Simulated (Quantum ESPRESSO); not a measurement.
A self-consistent single point of NiTe2 (P-3m1, 3 atoms in the cell) with Quantum ESPRESSO.

Level of theory: LDA (PZ), PSlibrary PAW (LDA) pseudopotentials (plane waves; Quantum ESPRESSO).

```
CELL_PARAMETERS angstrom
      3.92233     0.00000     0.00000
     -1.96116     3.39683     0.00000
      0.00000     0.00000     5.43799
ATOMIC_POSITIONS crystal
  Ni 0.00000 0.00000 0.00000
  Te 0.33333 0.66667 0.24192
  Te 0.66667 0.33333 0.75808
```

Reference input (self-consistent single point, DFT, PBEsol, plane waves, PSlibrary PAW (PBE) pseudopotentials): ecutwfc = 50 Ry; ecutrho = 300 Ry; occupations = smearing; smearing = fd; degauss = 0.0073499 Ry; input_dft = pbesol; potentials = {Ni: Ni.pbe-n-kjpaw_psl.1.0.0.UPF, Te: Te.pbe-n-kjpaw_psl.1.0.0.UPF}; K_POINTS = automatic 10 10 7 0 0 0; conv_thr = 1e-10 Ry; mixing_beta = 0.3. This run's input differs from it in these lines:

```diff
@@ -19,3 +19,2 @@
    degauss = 0.0073499,
-   input_dft = 'pbesol',
 /
@@ -26,4 +25,4 @@
 ATOMIC_SPECIES
-Ni    58.6934  Ni.pbe-n-kjpaw_psl.1.0.0.UPF
-Te   127.6000  Te.pbe-n-kjpaw_psl.1.0.0.UPF
+Ni    58.6934  Ni.pz-n-kjpaw_psl.1.0.0.UPF
+Te   127.6000  Te.pz-n-kjpaw_psl.1.0.0.UPF
 ATOMIC_POSITIONS {crystal}
```

The program printed (abridged):

```
     Self-consistent Calculation

     iteration #  1     ecut=    50.00 Ry     beta= 0.30

     total energy              =    -882.93916762 Ry
     estimated scf accuracy    <       1.20704397 Ry

     iteration #  2     ecut=    50.00 Ry     beta= 0.30

     total energy              =    -882.89493316 Ry
     estimated scf accuracy    <       5.86599903 Ry

     iteration #  3     ecut=    50.00 Ry     beta= 0.30

     total energy              =    -883.36909173 Ry
     estimated scf accuracy    <       0.04332347 Ry

   [... 11 blocks of this kind left out ...]

     iteration # 15     ecut=    50.00 Ry     beta= 0.30

     total energy              =    -883.38301590 Ry
     estimated scf accuracy    <          5.0E-10 Ry

     iteration # 16     ecut=    50.00 Ry     beta= 0.30
     End of self-consistent calculation

     the Fermi energy is     7.6724 ev

!    total energy              =    -883.38301590 Ry
     estimated scf accuracy    <          5.8E-11 Ry
     smearing contrib. (-TS)   =      -0.00434834 Ry
     internal energy E=F+TS    =    -883.37866757 Ry

     convergence has been achieved in  16 iterations

     Forces acting on atoms (cartesian axes, Ry/au):

     atom    1 type  1   force =     0.00000000    0.00000000    0.00000000
     atom    2 type  2   force =    -0.00000000   -0.00000000   -0.01616353
     atom    3 type  2   force =     0.00000000   -0.00000000    0.01616353

     Total force =     0.022859     Total SCF correction =     0.000005

          total   stress  (Ry/bohr**3)                   (kbar)     P=      -76.64
  -0.00054157   0.00000000   0.00000000          -79.67        0.00        0.00
   0.00000000  -0.00054157   0.00000000            0.00      -79.67        0.00
  -0.00000000  -0.00000000  -0.00047990           -0.00       -0.00      -70.60

   JOB DONE.
```

The run converged in 16 iterations. Against the reference run the pressure goes from -5.64 to -7.66 GPa and the largest force goes from 0.263 to 0.416 eV/Å.

The starting cell comes from a database of computed structures (which also holds hypothetical and non-ambient phases and stackings), without a prior relaxation at this level. Its lattice was rescaled by a random factor within 2.5 % of one. Spin polarisation is off, so a magnetic state, if there is one, cannot be reached. With a pressure of about -8 GPa the cell is away from its equilibrium volume at this level.

Cost on one core of a shared machine: roughly 3 min.
